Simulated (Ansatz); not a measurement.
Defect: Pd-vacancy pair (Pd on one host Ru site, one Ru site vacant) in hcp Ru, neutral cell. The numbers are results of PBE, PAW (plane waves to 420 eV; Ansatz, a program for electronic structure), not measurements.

36-site cell at the relaxed PBE lattice, a 2×2×2 k-point mesh shifted by half a step along c, smearing 0.10 eV, spin-restricted, no finite-size correction. Energies are static. Forms of the defect that were not tried may lie lower.

Barriers: single points on a 4×4×4 k-point mesh shifted by half a step along c at the bands' geometries (they differ from the bands' own by up to 0.07 eV, and are uncertain by about as much).

Relaxed starting cell (atoms counted from 1):

```yaml
crystal:
  lattice:
    - [8.16420, 0.00000, 0.00000]
    - [-4.08210, 7.07041, 0.00000]
    - [0.00000, 0.00000, 8.58609]
  atoms:
    - { symbol: Pd, position: [0.10404, 0.21948, 0.13397] }
    - { symbol: Ru, position: [0.10478, 0.21987, 0.62519] }
    - { symbol: Ru, position: [0.10948, 0.55809, 0.12645] }
    - { symbol: Ru, position: [0.10876, 0.55469, 0.62719] }
    - { symbol: Ru, position: [0.10948, 0.88633, 0.12645] }
    - { symbol: Ru, position: [0.10875, 0.88903, 0.62719] }
    - { symbol: Ru, position: [0.44713, 0.22317, 0.12705] }
    - { symbol: Ru, position: [0.44518, 0.22394, 0.62720] }
    - { symbol: Ru, position: [0.44710, 0.55887, 0.12705] }
    - { symbol: Ru, position: [0.44516, 0.55617, 0.62719] }
    - { symbol: Ru, position: [0.44298, 0.88896, 0.12642] }
    - { symbol: Ru, position: [0.44417, 0.88956, 0.62816] }
    - { symbol: Ru, position: [0.77282, 0.21909, 0.12695] }
    - { symbol: Ru, position: [0.77743, 0.21924, 0.62641] }
    - { symbol: Ru, position: [0.77484, 0.55487, 0.12678] }
    - { symbol: Ru, position: [0.77567, 0.55530, 0.62738] }
    - { symbol: Ru, position: [0.77283, 0.88864, 0.12695] }
    - { symbol: Ru, position: [0.77740, 0.89307, 0.62644] }
    - { symbol: Ru, position: [0.22479, 0.10945, 0.38020] }
    - { symbol: Ru, position: [0.22097, 0.11174, 0.87357] }
    - { symbol: Ru, position: [0.22477, 0.45026, 0.38020] }
    - { symbol: Ru, position: [0.22096, 0.44417, 0.87357] }
    - { symbol: Ru, position: [0.22040, 0.77768, 0.37788] }
    - { symbol: Ru, position: [0.22052, 0.77773, 0.87642] }
    - { symbol: Ru, position: [0.55201, 0.10996, 0.37786] }
    - { symbol: Ru, position: [0.55507, 0.11134, 0.87647] }
    - { symbol: Ru, position: [0.55452, 0.44473, 0.37701] }
    - { symbol: Ru, position: [0.55415, 0.44454, 0.87674] }
    - { symbol: Ru, position: [0.55198, 0.77699, 0.37785] }
    - { symbol: Ru, position: [0.55504, 0.77865, 0.87647] }
    - { symbol: Ru, position: [0.88667, 0.11078, 0.87560] }
    - { symbol: Ru, position: [0.88800, 0.44656, 0.37712] }
    - { symbol: Ru, position: [0.88769, 0.44367, 0.87754] }
    - { symbol: Ru, position: [0.88800, 0.77638, 0.37711] }
    - { symbol: Ru, position: [0.88769, 0.77894, 0.87755] }
```

End state 1 differs by these moves (Å; atoms that move under 0.08 Å are left out):

| atom | element | Δx | Δy | Δz |
|---|---|---|---|---|
| 1 | Pd | -1.29 | -0.74 | 2.03 |

Question: Predict the forward and backward barriers to end state 1 from PBE, PAW.

Answer: forward 1.75 eV, backward 1.75 eV; at the saddle point atom 1 has neighbours 4 Ru at 2.52, 4 Ru at 3.02, 2 Ru at 3.28 Å. The saddle point's order was not checked, and it lies on a symmetry element of the cell, where a band can be held.
